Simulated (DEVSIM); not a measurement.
Device: illuminated Si n-on-p cell, one wavelength, at 400 K.

Layer 1 from the left is Si, thickness (μm) 0.450, Nd (cm⁻³) 1.8e18, τn (s) 1.3e-7, τp (s) 2.3e-6, absorption coefficient (cm⁻¹) 580. Layer 2 from the left is Si, thickness (μm) 160, Na (cm⁻³) 6e15, τn (s) 4.6e-6, τp (s) 4.6e-6, absorption coefficient (cm⁻¹) 580.

Left contact: ohmic, minority hole recombination velocity 90000 cm/s. Right contact: ohmic, minority electron recombination velocity 2e6 cm/s. Voltage is applied to the left contact. Recombination: SRH at mid-gap, radiative, Auger. Light enters at the left, 1.2e17 photons cm⁻² s⁻¹, one pass, no reflection. Mobility is constant in doping.

The device is made up for the run: typed textbook-type constants, with dimensions and the other settings drawn at random. Values at 300 K; Nc and Nv go as T^1.5, mobilities as T to minus their exponent, the gap by Varshni's rule with the affinity fixed.

Si: gap (eV) 1.124, affinity (eV) 4.05, permittivity 11.7, Nc (cm⁻³) 2.86e19, Nv (cm⁻³) 3.1e19, μn (cm²/Vs) 1417, μp (cm²/Vs) 470, T exponent of μn 2.3, T exponent of μp 2.2, B (cm³/s) 4.7e-15, Cn (cm⁶/s) 2.8e-31, Cp (cm⁶/s) 9.9e-32, Varshni α (eV/K) 0.000473, Varshni β (K) 636.

DEVSIM, 1D drift-diffusion, Boltzmann statistics, complete ionisation; no tunnelling, impact ionisation, image-force lowering or self-heating.

Dark forward current:

| |V| (V) | |J| (A/cm²) |
|---|---|
| 0.05 | 8.612e-6 |
| 0.10 | 4.373e-5 |
| 0.15 | 0.0001903 |
| 0.20 | 0.0008081 |
| 0.25 | 0.003419 |
| 0.30 | 0.01437 |
| 0.35 | 0.05862 |
| 0.40 | 0.2171 |
| 0.45 | 0.6661 |
| 0.50 | 1.664 |
| 0.55 | 3.540 |
| 0.60 | 6.673 |
| 0.65 | 11.41 |
| 0.70 | 18.03 |
| 0.75 | 26.72 |
| 0.80 | 37.60 |
| 0.85 | 50.76 |
| 0.90 | 66.25 |
| 0.95 | 84.11 |
| 1.00 | 104.4 |
| 1.05 | 127.1 |
| 1.10 | 152.2 |
| 1.15 | 179.8 |
| 1.20 | 209.8 |
| 1.25 | 242.4 |
| 1.30 | 277.3 |

Work out the local ideality factor n = ΔV / (kT/q · ln(J2/J1)) between the rows 0.15 and 0.20 V, 1.25 and 1.30 V.

kT/q = 34.47 mV. From 0.15 to 0.20 V: ln(0.0008081/0.0001903) = 1.446, n = 1.00, near the 1 of diffusion or emission over a barrier. From 1.25 to 1.30 V: ln(277.3/242.4) = 0.135, n = 10.78.

What current could the absorbed light give at most, and what share is collected?

Σ αd = 9.31, so qΦ(1 − exp(−Σ αd)) = 19.2 mA/cm². The simulated short-circuit current is 16.31 mA/cm², a share of 0.85.

Estimate the open-circuit voltage by superposition: the voltage at which the dark current equals that short-circuit current.

Interpolating ln J in the table gives 0.305 V. The simulation gives 0.304 V, the same within the digits that matter. Superposition holds where collection doesn't change with voltage.

Estimate the fill factor from FF0 = (v − ln(v + 0.72))/(v + 1), v = qVoc/(nkT), with n from the dark curve.

The rows about Voc, 0.30 and 0.35 V, give n = 1.03, so v = 8.55 and FF0 = 0.662. The simulation gives 0.668, the same within the digits that matter.
